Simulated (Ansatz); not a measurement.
We consider antifluorite K2S, described by B3LYP (VWN-RPA form) (Ansatz, a quantum-chemistry and plane-wave program, PAW).

Numerical settings: plane-wave cutoff 460 eV, 6×6×6 k mesh, Fermi–Dirac smearing 0.01 eV, scalar-relativistic PAW data made under PBE.

Energies at three volumes about the minimum:

| V (Å³/atom) | E − E_lowest (meV/atom) |
|---|---|
| 34.272 | 1.28 |
| 34.990 | 0.00 |
| 36.030 | 1.17 |

Fit a parabola by hand: where is the minimum, what lattice constant follows, and what is the bulk modulus?

Slopes: (0.00 − 1.28)/(34.990 − 34.272) = -1.783 and (1.17 − 0.00)/(36.030 − 34.990) = 1.125 meV/Å³. Curvature E″ = 2 × (1.125 − (-1.783))/(36.030 − 34.272) = 3.308 meV/Å⁶. From the middle of the first interval, the slope vanishes at V0 = 34.6310 − (-1.783)/3.308 = 35.170 Å³/atom. B = V0 E″ = 35.170 × 3.308 meV/Å³ × 0.1602 GPa per meV/Å³ = 18.6 GPa. With 12 atoms in the cube, a = (12 × 35.170)^(1/3) = 7.501 Å. The full Birch–Murnaghan fit to all volumes gives V0 = 35.150 Å³/atom and B0 = 18.4 GPa.

Measured, for comparison: lattice constant a 7.391 Å (temperature not stated, not corrected to a static lattice; as tabulated in Syrotyuk et al. (2015), arXiv:1510.06546).
